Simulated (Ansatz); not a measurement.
Functionals compared on NH2 on the 1x1 (110) surface of bcc Ta, one in a 2x2 cell, started at the site 'hollow Ta-Ta-Ta', in Ansatz (plane waves, PAW). The structure was relaxed with PBE; the other rows are single points on it, each with its references at the same level. Cutoff 420 eV (500 eV for r2SCAN).

Set-up: 19 atoms, 6.8 Å thick at the start under the adsorbate (thin: gaps and levels are the slab's own); mesh 5x5x1; 0.1 eV smearing; dipole correction on; 8 atoms held, the rest relaxed; no symmetry held; no spin, no spin-orbit, no U, no dispersion correction. At the end it is bonded to 3 Ta. In PBE it is, or lies within 0.03 eV of, the lowest of the starts that converged. These notes are the PBE run's. Adsorption energies are against NH3(g) − ½ H2(g). A negative adsorption energy means that the adsorbate is more stable on the surface than in its reference.

| functional | adsorption energy (eV) | work function of the top face (eV) | change of the work function (eV) | rough cost of the single point |
|---|---|---|---|---|
| PBE | -1.11 | 3.45 | -1.32 | – |
| RPBE | ? | ? | ? | very roughly 2.1 core-minutes |
| r2SCAN | -1.45 | 3.48 | -1.40 | around 5 core-minutes (rough) |

Some entries are withheld; supply them.


- RPBE, adsorption energy (eV): -0.86
- RPBE, work function of the top face (eV): 3.34
- RPBE, change of the work function (eV): -1.31

Ansatz is a quantum-chemistry and plane-wave program.
